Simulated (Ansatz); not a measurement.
Re: pressure series

The reference is Re in the hcp (Mg type) structure (space group P6_3/mmc, No. 194; a = 2.775 Å, c = 4.483 Å).

Cell and atoms are relaxed at each pressure.

Level of theory: PBE/PAW in Ansatz (a quantum-chemistry and plane-wave program), without spin-orbit coupling.

Notes on the quantities. enthalpy: H = E + PV relative to the base's energy.

| case | lattice parameter a | enthalpy | c/a ratio |
|---|---|---|---|
| base | 277.5 pm | – | 1.615 |
| pressure −2 GPa | 278.0 pm | -0.19 eV/atom | 1.615 |
| pressure −1 GPa | 277.8 pm | -0.09 eV/atom | 1.615 |
| pressure 3 GPa | 276.8 pm | +0.28 eV/atom | 1.615 |
| pressure 7 GPa | 275.8 pm | +0.65 eV/atom | 1.615 |
| pressure 15 GPa | 274.0 pm | +1.37 eV/atom | 1.615 |
| pressure 30 GPa | 271.1 pm | +2.70 eV/atom | 1.615 |
| pressure 50 GPa | 267.7 pm | +4.40 eV/atom | 1.615 |
| pressure 75 GPa | 264.1 pm | +6.45 eV/atom | 1.616 |
| pressure 100 GPa | 261.0 pm | +8.43 eV/atom | 1.615 |

Load acts through the strain it causes; cell and atoms are relaxed under it. Whether these cells are dynamically stable was not tested. Competing high-pressure phases were not computed. All final runs are without spin polarisation.
